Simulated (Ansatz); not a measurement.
GaN under a change: strain tensor (xx, yy, zz, yz, xz, xy) = (+0.23, +1.33, +0.37, −0.29, −0.73, +0.68) %

Consider GaN in the wurtzite structure (space group P6_3mc, No. 186; a = 3.183 Å, c = 5.184 Å). Axes: x lies along a and z along c of the hexagonal cell.

It is then changed as follows: the symmetric strain tensor [0.0023 0.0067 -0.0073; 0.0067 0.0133 -0.0029; -0.0073 -0.0029 0.0037], atoms relaxed at fixed cell.

The values are results of Ansatz (an electronic-structure program), r2SCAN, PAW, cutoff 500 eV, without spin-orbit coupling, not measurements. Γ-centred 12×12×7 mesh, Fermi–Dirac width 0.05 eV.

```tsv
quantity	base	changed	shift
volume per atom	11.37 Å³	11.59 Å³	+0.22 Å³
space group	P6_3mc (No. 186)	P1 (No. 1)	–
shortest interatomic distance	3.677 bohr	3.689 bohr	+0.0126 bohr
energy relative to the base (free energy F)	0 meV/atom	+4.7 meV/atom	+4.7 meV/atom
pressure (mean of the normal stresses, compression positive)	0.00 GPa	-3.63 GPa	-3.63 GPa
band gap	2.35 eV	2.17 eV	-0.185 eV
gap character	direct at Γ	direct at Γ	–
electron mass	0.17 mₑ along c, 0.19 mₑ across (at Γ)	0.16 mₑ along z, 0.18 mₑ across (at Γ)	–
valence-band top at Γ (three highest levels, from the VBM)	0.00, 0.00, -0.04 eV	0.00, -0.06, -0.13 eV	–
largest internal atomic displacement	–	0.011 Å	–
stress (xx, yy, zz, yz, xz, xy; compression positive)	–	(-2.80, -5.27, -2.81, 0.60, 1.40, -1.51) GPa	–
```

Masses are band curvatures over ±0.01 Å⁻¹ around the edge. No phonon test of stability was made. k-point labels follow each cell's own Brillouin zone.
